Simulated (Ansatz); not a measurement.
# RbBr: band gap against strain

RbBr (rock salt, Fm-3m, 40.059 Å³/atom at rest) under an equal strain ε in the (001) plane with the normal axis free, as in a coherent film. PBEsol in Ansatz, a plane-wave DFT program (PAW, default set), 420 eV, 8×8×8 Γ-centred mesh, Fermi-Dirac smearing 0.05 eV; ions are relaxed within the symmetry of each cell. Gaps are the smallest over the k-mesh and a band path, without spin-orbit coupling; in all rows the valence edge lies at Γ and the conduction edge at Γ.

Here s stands for strain and Eg for gap.

| strain (%) | gap (eV) |
|---|---|
| 0.00 | 4.225 |
| 0.50 | 4.200 |
| 1.00 | 4.176 |
| 1.50 | 4.152 |
| 3.00 | ? |

Using a straight line, estimate the missing Eg at s = 3.00 from the other rows, showing the fit.

Means: s 0.75000, Eg 4.1883. About the means, the sum of products is -0.060750 and the sum of squares of s is 1.2500; the slope is their ratio. Least squares gives Eg = 4.2247 - 0.04860·s. Residuals (row less fit): 0.0003, -0.0004, -0.0001, 0.0002; standard error 0.0004 (degrees of freedom: 2). Over these rows the gap moves by -4.9 ± 0.03 eV per unit strain. At the withheld row, Eg = 4.2247 - 0.04860 × 3.0 = 4.0789 eV. The calculation gives 4.085 eV, 0.0061 eV above the prediction (4.4 % of the range of Eg in the table). The row lies outside the fitted rows, so this is an extrapolation. The fitted rows scatter only by rounding.

One order more, fitted to all 7 runs of the series, follows each within 0.001, so the miss is the next term of a smooth law. Spin-orbit coupling is left out, which can shift this property for RbBr. Rows are the converged runs of the series near zero and its far end; series whose fitted rows scatter by over a few per cent of the range, as at a crossing or softening among them, aren't shown in this form. Most that stay on the fit to the last digits aren't either.
